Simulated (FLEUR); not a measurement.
Band structure of Mg2Zn (P6_3/mmc, 6 atoms in the cell).

```yaml
crystal:
  lattice:
    - [3.08820, 0.00000, 0.00000]
    - [-1.54410, 2.67446, 0.00000]
    - [0.00000, 0.00000, 14.52655]
  atoms:
    - { symbol: Mg, position: [0.33333, 0.66667, 0.40818] }
    - { symbol: Mg, position: [0.66667, 0.33333, 0.59182] }
    - { symbol: Mg, position: [0.66667, 0.33333, 0.90818] }
    - { symbol: Mg, position: [0.33333, 0.66667, 0.09182] }
    - { symbol: Zn, position: [0.66667, 0.33333, 0.25000] }
    - { symbol: Zn, position: [0.33333, 0.66667, 0.75000] }
```

Method of the run: FLEUR with LDA (Vosko-Wilk-Nusair), all-electron FLAPW (FLEUR), scalar-relativistic valence.

Settings: Kmax = 4 1/bohr; GmaxXC = 16 1/bohr; xcFunctional = vwn; jspins = 1; l_soc = F; mode = hist; fermiSmearingEnergy = 0.00499791 Htr; mesh (inpgen div1-3) = 10 10 2; inpgen gamma flag = true; Gmax = 16 1/bohr; numbands = 0; maxIterBroyd = 15; imix = Anderson; alpha = 0.05.

The starting cell comes from a database of computed structures (which also holds hypothetical and non-ambient phases and stackings), without a prior relaxation at this level. Values depend on the basis (sphere radii, cutoffs, local orbitals), which need not be converged.

Levels in eV from the Fermi level, bands 29 to 36:
```tsv
point	29	30	31	32	33	34	35	36
Γ	-6.67	-4.97	-4.89	-1.76	-1.08	2.97	3.80	8.63
M	-2.42	-2.25	-1.65	-1.60	0.02	0.05	0.41	0.71
K	-0.75	-0.34	-0.34	-0.21	-0.19	-0.19	0.13	1.61
A	-6.12	-6.12	-3.37	-3.37	0.83	0.83	6.21	6.21
L	-2.44	-2.44	-1.36	-1.36	-0.57	-0.57	1.53	1.53
H	-0.58	-0.58	-0.50	-0.50	0.08	0.08	0.85	0.85
```
